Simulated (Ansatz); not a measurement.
A computed series for GaSb: response to strain

Consider GaSb in the zinc blende structure (space group F-43m, No. 216; a = 6.132 Å).

Strains are applied to the cell and any free atomic positions relax.

Computed with r2SCAN (Ansatz, a quantum-chemistry and plane-wave program, PAW, no SOC).

Computed cases, in order: the unstrained base; isotropic strain +0.50 %; isotropic strain +1.00 %; isotropic strain +2.00 %; isotropic strain +2.50 %; isotropic strain +3.00 %.

### Question
Between which two neighbouring cases does the band gap open or close?

### Answer
Between isotropic strain +1.00 % (0.19 eV) and isotropic strain +2.00 % (zero). The whole series: the unstrained base: 0.41 eV; isotropic strain +0.50 %: 0.30 eV; isotropic strain +1.00 %: 0.19 eV; isotropic strain +2.00 %: zero; isotropic strain +2.50 %: zero; isotropic strain +3.00 %: zero.

Spin-orbit coupling, missing from the scalar runs, can matter with Sb. No phonon test of stability was made. All final runs are without spin polarisation. A zero or small gap of GaSb under isotropic strain +0.50 %, GaSb under isotropic strain +1.00 %, GaSb under isotropic strain +2.00 % and GaSb under isotropic strain +2.50 % can be the functional's error rather than a property of the material.
